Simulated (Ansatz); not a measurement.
Take Re in the diamond structure (space group Fd-3m, No. 227; a = 5.5945 Å; a hypothetical phase, not in the database extracts checked; relaxed with 0.1 eV smearing) as the base. Axes: x, y, z lie along the cube axes.

The values are results of PBEsol (Ansatz, a program for electronic structure; PAW; 420 eV plane waves; scalar-relativistic without spin-orbit coupling), not measurements.

Modification: an isotropic linear strain of +2.99 %, atoms relaxed at fixed cell.

Problem. Predict the stress tensor and what it implies for the stiffness.

Solution. Stress of the strained cell less that of the base (GPa, compression positive):
```
  -14.0     0.0     0.0
    0.0   -14.0     0.0
    0.0     0.0   -14.0
```

Then B = −ΔP/(ΔV/V₀) with ΔV/V₀ = 0.0924 gives secant stiffness values (nonlinear terms included at this strain): B ≈ 152 GPa.

As a check, the harmonic strain energy −½ V₀ Δσ:ε is 86 meV/atom; the computed energy rise is 96 meV/atom.

No phonon test of stability was made. All final runs are without spin polarisation.
